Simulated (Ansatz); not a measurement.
The reference is BaTiO3 (space group P4mm, No. 99).

```xyz
5
Lattice="3.9723 0.0000 0.0000 0.0000 3.9723 0.0000 0.0000 0.0000 4.1128" Properties=species:S:1:pos:R:3 pbc="T T T"
Ti     1.9861     1.9861     1.8603
Ba     0.0000     0.0000     3.8423
O      1.9861     1.9861     3.6817
O      1.9861     0.0000     1.6950
O      0.0000     1.9861     1.6950
```

Cartesian axes are those of the cell as printed.

All numbers come from r2SCAN (Ansatz, a quantum-chemistry and plane-wave program; PAW; 500 eV plane waves; without spin-orbit coupling).

Before the change:

| Item | Result |
|---|---|
| Shortest interatomic distance | 1.821 Å |
| Band gap | 2.23 eV |
| Smallest direct gap | 2.70 eV |

Now apply this change: uniaxial stress, 3 GPa compression along x; all other stress components relax to zero.

**Question.** How does this affect the shortest interatomic distance?

**Answer.** The shortest interatomic distance decreases by 0.004 Å (1.821 Å → 1.817 Å).

**Question.** What happens to the energy relative to the base?

**Answer.** The energy goes up by 1.6 meV/atom.

**Question.** What happens to the band gap?

**Answer.** The band gap rises by 0.016 eV, from 2.23 eV to 2.24 eV.

**Question.** Estimate the effect on the secant Young's modulus along x.

**Answer.** The secant Young's modulus along x is 230 GPa.

**Question.** What does the calculation give for the smallest direct gap after the change?

**Answer.** The smallest direct gap grows by 0.053 eV, from 2.70 eV to 2.76 eV.

Load acts through the strain it causes; cell and atoms are relaxed under it. Beyond what the load breaks, stability against distortions was not tested. All final runs are without spin polarisation.
